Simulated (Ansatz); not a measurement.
Start from InSb in the zinc blende structure (space group F-43m, No. 216; a = 6.557 Å).

Level of theory: r2SCAN/PAW in Ansatz (a quantum-chemistry and plane-wave program), no spin-orbit coupling, earlier PAW set.

Base values:

The pressure comes out as 0.0 GPa and the band gap comes out as zero.

Now apply this change: every lattice vector is stretched by 0.82 %, atoms relaxed at fixed cell.

Problem. Estimate the effect on the energy relative to the base, pressure and band gap.

Solution. The energy goes up by 2.8 meV/atom; the pressure goes from zero to -1.0 GPa; the band gap stays zero.

With Sb present, leaving out spin-orbit coupling can change the band edges. The cells carry an imposed strain or load. Whether these cells are dynamically stable was not tested. All final runs are without spin polarisation. Gaps under 0.05 eV, about the width of the smearing, are given as zero. The zero or small gap of InSb can change with the level of theory.
